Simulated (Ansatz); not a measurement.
The starting structures come from a database of crystals and need not be the phases stable at ambient conditions.

 Where the default PAW files enter, the runs use the earlier of Ansatz's two default sets.

The decay constant κ of evanescent states in the gap governs leakage through a thin film.

```
CaCl2
1.0
    4.17879     0.00000     0.00000
    0.00000     9.03538     0.00000
    0.00000    -4.40859     4.51637
Ca Cl
2 4
Direct
  0.50000   0.50000   0.00000
  0.00000   0.00000   0.00000
  0.50000   0.17534   0.95723
  0.50000   0.82466   0.04277
  0.00000   0.32466   0.60655
  0.00000   0.67534   0.39345
```

Space group of this cell: Pnnm. The cell is taken as given.

Transport runs along the normal of the first two printed cell vectors.

The gap is the functional's own, uncorrected, and κ follows it; spin-orbit coupling is left out. Mid-gap values are interpolated between the computed energies.

Task: Estimate the band gap and the smallest decay constant κ at mid-gap that r2SCAN (Ansatz, an electronic-structure program) returns for this system.

Result: Gap 5.98 eV on a 8×8×8 mesh; κ = 0.383 1/Å, at the zone centre.
